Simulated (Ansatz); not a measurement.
The cell is built on a prototype and need not be the phase stable at ambient conditions.

The decay constant κ of evanescent states in the gap governs leakage through a thin film.

```
CELL_PARAMETERS angstrom
      5.10679     0.00000     0.00000
      0.00000     4.13691     0.00000
      0.00000     0.00000     5.10679
ATOMIC_POSITIONS crystal
  Mg 0.00000 0.87457 0.50000
  Mg 0.50000 0.12543 0.00000
  Se 0.00000 0.00000 0.00000
  Se 0.50000 0.00000 0.50000
```

Space group of this cell: P4/nmm. The cell was relaxed by PBE-D3(BJ); by r2SCAN its mean pressure is 0.8 GPa.

Transport runs along the normal of the first two printed cell vectors.

No gap correction and no spin-orbit coupling; mid-gap values are interpolated between computed energies.

Question: State the band gap and the smallest decay constant κ at mid-gap according to r2SCAN in Ansatz (an electronic-structure program).

Answer: Gap 1.13 eV on a 6×8×6 mesh; κ = 0.150 1/Å, at the zone centre.
